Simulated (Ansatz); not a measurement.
# Effect of biaxial strain +0.35 %, plane normal [001], relaxed out of plane on Mn2Ge

Consider Mn$_{2}$Ge (space group P6_3/mmc, No. 194; a = 4.1096 Å, c = 4.9748 Å; ferromagnetic; a cell from a computed database, its experimental status unchecked). Axes: x lies along a and z along c of the hexagonal cell.

Now apply this change: biaxial strain +0.35 %, plane normal [001], relaxed out of plane (Cartesian); in-plane vectors clamped, the third vector and the atoms free.

Method: PBEsol (Ansatz, a quantum-chemistry and plane-wave program), no spin-orbit coupling. k-mesh 13×13×10 (Γ-centred); smearing 0.05 eV (Fermi–Dirac).

The space group remains P6_3/mmc (No. 194) and the shortest interatomic distance increases by 0.8 pm, from 237.3 pm to 238.1 pm. The pressure (mean of the normal stresses, compression positive) goes from zero to -1.0 GPa and the band gap remains zero. The magnetic state stays ferromagnetic and the largest site moment stays essentially unchanged (2.07 μB against 2.10 μB). The out-of-plane strain amounts to -0.09 % (rough).

Final structure (turned so that z lies along the plane normal):

```yaml
crystal:
  lattice:
    - [4.12395, 0.00000, 0.00000]
    - [2.06197, 3.57145, 0.00000]
    - [0.00000, 0.00000, 4.97032]
  atoms:
    - { symbol: Mn, position: [0.00000, 0.00000, 0.50000] }
    - { symbol: Mn, position: [0.00000, 0.00000, 0.00000] }
    - { symbol: Mn, position: [0.66667, 0.66667, 0.25000] }
    - { symbol: Mn, position: [0.33333, 0.33333, 0.75000] }
    - { symbol: Ge, position: [0.66667, 0.66667, 0.75000] }
    - { symbol: Ge, position: [0.33333, 0.33333, 0.25000] }
```

Cost of the whole job for the changed cell (relaxation, final SCF and bands): very roughly 5 core-minutes.

Other magnetic orders, which the real material may have, were not ruled out. Without a gap, meshes like the base's 13×13×10 leave anisotropic stresses uncertain by several tenths of a GPa, and small strain energies with them. No phonon test of stability was made.
